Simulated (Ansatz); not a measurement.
Start from Cs in the bcc (W type) structure (space group Im-3m, No. 229; a = 6.275 Å).

The other end (x = 1) is K in the bcc (W type) structure (space group Im-3m, No. 229): 76.71 Å³/atom, gap zero.

Method: r2SCAN (Ansatz, a quantum-chemistry and plane-wave program), no spin-orbit coupling.

K replaces a fraction x of Cs; each row is one arrangement (x, atoms in the cell, starting space group or random), fully relaxed.

One change was made to it. Results:

The deviation of the volume from the linear (Vegard-type) interpolation amounts to -1.8 %; the band gap stays zero.

Question: Which of these changes matches the shifts?
A. x(K) = 0.333, 3 atoms, P-3m1
B. x(K) = 0.5, 2 atoms, Cmmm
C. x(K) = 0.75, 4 atoms, Fm-3m

Answer: B, x(K) = 0.5, 2 atoms, Cmmm. For comparison, the deviation of the volume from the linear in the other runs: x(K) = 0.333, 3 atoms, P-3m1 gives -2.8 %; x(K) = 0.75, 4 atoms, Fm-3m gives -2.6 %.

These are small ordered cells, not random alloys; other orderings at the same x differ. Whether these cells are dynamically stable was not tested. The final runs are not spin-polarised. An odd electron count without spin: Cs2K. Under x(K) = 0.5, 2 atoms, Cmmm the cell changed shape so far that it is another structure.
